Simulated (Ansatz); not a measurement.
Functionals compared on a constructed model of the (111) surface of fcc Rh, a pseudomorphic layer of Nb in the host's stacking (bottom of the slab: a bare face, its two planes held), in Ansatz (plane waves, PAW). The structure was relaxed with PBE; the other rows are single points on it. Cutoff 420 eV (500 eV for r2SCAN).

Model: 7-atom slab, 13.8 Å thick at the start with caps and adatoms (thin: gaps and levels are the slab's own), 16x16x1 mesh, Fermi-Dirac 0.1 eV, dipole correction, 2 atoms held, the rest relaxed; start symmetry kept, larger cells not searched; no spin, no spin-orbit, no U. In PBE it lies 0.04 eV a 1x1 cell over the lowest computed structure of the same composition (a pseudomorphic layer of Nb in the other hollow). These notes are the PBE run's.

```tsv
functional	work function of the top face (eV)	rough cost of the single point
PBE	5.06	–
RPBE	4.92	very roughly 30 core-seconds
r2SCAN	5.16	roughly 60 core-seconds
```

Ansatz is a quantum-chemistry and plane-wave program.
